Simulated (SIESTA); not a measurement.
SIESTA run on Sn2Ir (Fm-3m, 3 atoms in the cell): self-consistent single point.

Method of the run: SIESTA 5.4.2 with LDA PW92, numerical atomic orbitals TZP, PseudoDojo LDA standard norm-conserving potentials (rewritten from UPF to PSML).

```xyz
3
Lattice="0.0000 3.1835 3.1835 3.1835 0.0000 3.1835 3.1835 3.1835 0.0000" Properties=species:S:1:pos:R:3 pbc="T T T"
Sn     4.7753     4.7753     4.7753
Sn     1.5918     1.5918     1.5918
Ir     0.0000     0.0000     0.0000
```

Reference input (self-consistent single point, DFT, GGA PBEsol, numerical atomic orbitals TZP, PseudoDojo PBEsol standard norm-conserving potentials (rewritten from UPF to PSML)): XC.functional = GGA; XC.authors = PBEsol; potentials = PseudoDojo PBEsol standard; PAO.BasisSize = TZP; PAO.EnergyShift = 0.01 Ry; MeshCutoff = 300 Ry; kgrid.MonkhorstPack = 12 12 12; OccupationFunction = FD; ElectronicTemperature = 0.1 eV; MaxSCFIterations = 150; SCF.Mixer.Method = Pulay; SCF.Mixer.Weight = 0.2. This run's input differs from it in these lines:

```diff
@@ -1,2 +1,2 @@
-# files in the folder: Sn.psml Ir.psml (PseudoDojo PBEsol standard)
+# files in the folder: Sn.psml Ir.psml (PseudoDojo LDA standard)
 SystemName  Sn2Ir
@@ -23,4 +23,4 @@
 
-XC.functional                GGA
-XC.authors                   PBEsol
+XC.functional                LDA
+XC.authors                   PW92
 PAO.BasisSize                TZP
```

Output (repeated stretches shortened):

```
        iscf     Eharris(eV)        E_KS(eV)     FreeEng(eV)     dDmax    Ef(eV) dHmax(eV)
   scf:    1    -7363.538812    -7388.411500    -7388.478515  1.656571 -2.249228 23.627184
   scf:    2    -7405.329622    -7402.555490    -7402.599238  0.242008 -3.403075  2.748684
   scf:    3    -7402.880426    -7402.722627    -7402.767228  0.046723 -3.441188  1.919308
   scf:    4    -7403.007567    -7402.889465    -7402.935296  0.099191 -3.544261  0.110169
   scf:    5    -7402.889635    -7402.889651    -7402.935501  0.005029 -3.546280  0.050859
   scf:    6    -7402.889664    -7402.889718    -7402.935642  0.002499 -3.539764  0.014837
   scf:    7    -7402.889741    -7402.889732    -7402.935650  0.000659 -3.542051  0.005811
   scf:    8    -7402.889739    -7402.889736    -7402.935651  0.000234 -3.541799  0.000666
   scf:    9    -7402.889735    -7402.889735    -7402.935651  0.000028 -3.541746  0.000080
SCF Convergence by DM+H criterion
max |DM_out - DM_in|         :     0.0000279155
max |H_out - H_in|      (eV) :     0.0000797695
SCF cycle converged after 9 iterations

Using DM_out to compute the final energy and forces

siesta: E_KS(eV) =            -7402.8897

siesta: E_KS - E_eggbox =     -7402.8897

siesta: Atomic forces (eV/Ang):
     1    0.000000    0.000000    0.000000
     2   -0.000000   -0.000000   -0.000000
     3   -0.000000    0.000000   -0.000000
   Tot    0.000000    0.000000   -0.000000
   Max    0.000000
   Res    0.000000    sqrt( Sum f_i^2 / 3N )
   Max    0.000000    constrained

Stress tensor Voigt[x,y,z,yz,xz,xy] (kbar):       39.43       39.43       39.43       -0.00       -0.00       -0.00
(Free)E + p*V (eV/cell)    -7404.5238
Target enthalpy (eV/cell)    -7402.9357

   [... lines left out ...]
siesta: FreeEng =     -7402.935651
   [... lines left out ...]
siesta:     0.024611   -0.000000   -0.000000
siesta:    -0.000000    0.024611   -0.000000
siesta:    -0.000000   -0.000000    0.024611

siesta: Cell volume =         64.528978 Ang**3

siesta: Pressure (static):
siesta:                Solid            Molecule  Units
siesta:          -0.00026805         -0.00026805  Ry/Bohr**3
siesta:          -0.02461097         -0.02461097  eV/Ang**3
siesta:         -39.43111333        -39.43111335  kBar
```

The run converged in 9 iterations. Against the reference run the pressure goes from -0.85 to -3.94 GPa.

The starting cell comes from a database of computed structures (which also holds hypothetical and non-ambient phases and stackings), without a prior relaxation at this level. Spin polarisation is off. Values carry the incompleteness of an atom-centred basis. With a pressure of about -4 GPa the cell is away from its equilibrium volume at this level.

Cost on one core of a shared machine: roughly 2 min.
